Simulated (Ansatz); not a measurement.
# Al2Cu (space group I4/mcm, No. 140)

Al2Cu has the tetragonal space group I4/mcm (No. 140), Pearson symbol tI12. Cell: a = b = 6.006 Å, c = 4.790 Å, α = β = γ = 90.00°. Al on 8h is coordinated by 4 Cu at 2.557 Å and 1 Al at 2.702 Å and 2 Al at 2.850 Å and 8 Al at 3.064–3.195 Å. Cu on 4a is surrounded by 2 Cu at 2.395 Å and 8 Al at 2.557 Å. (Neighbours: up to the widest gap in distance over summed covalent radii, below 1.35, at either atom.)
(The calculation used a cell of 6 atoms; values per cell refer to that cell.)

Calculations: r2SCAN (Ansatz, a quantum-chemistry and plane-wave program; PAW; 500 eV plane waves; scalar-relativistic without spin-orbit coupling). Settings: 12×12×12 k-points, 0.05 eV Fermi–Dirac smearing.

```json
{
 "volume_per_atom": "14.40 Å³",
 "density": "4.52 g/cm³",
 "band_gap": "zero",
 "total_energy": "-2570.846 eV/atom (σ→0; compares only within this code and set-up)"
}
```

Whether these cells are dynamically stable was not tested. The final runs are not spin-polarised.
